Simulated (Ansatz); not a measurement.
BaO (P6₃/mmc, No. 194, 4 atoms in the cell; start mp-1008500; a measured phase of this formula has another space group) was calculated with LDA in Ansatz (plane waves, PAW).

Settings: plane-wave cutoff 520 eV, 12×12×6 k mesh (along the axes of the cell as run), Fermi–Dirac smearing 0.01 eV, scalar-relativistic PAW data made under PBE.

Cell (relaxed at this level):

```yaml
crystal:
  lattice:
    - [3.70321, 0.00000, 0.00000]
    - [-1.85160, 3.20707, 0.00000]
    - [0.00000, 0.00000, 6.47236]
  atoms:
    - { symbol: Ba, position: [0.33333, 0.66667, 0.25000] }
    - { symbol: Ba, position: [0.66667, 0.33333, 0.75000] }
    - { symbol: O, position: [0.00000, 0.00000, 0.50000] }
    - { symbol: O, position: [0.00000, 0.00000, 0.00000] }
```

Q: Give the computed band gap, direct gap at Γ and bulk modulus B0.

A: 
* **band gap**: 2.37 eV (on the SCF k mesh)
* **direct gap at Γ**: 3.45 eV
* **bulk modulus B0**: 84.2 GPa

Note: the relaxation could not lower the start's symmetry, so the cell can be a saddle point above a distorted one; the bulk modulus is −V dP/dV from two relaxed cells at ±2 % in volume.

Spin–orbit coupling is not included.

Static lattice: no zero-point or thermal effects.

A start named mp-… is a Materials Project structure, which need not be a measured phase.

Ansatz is an electronic-structure program.
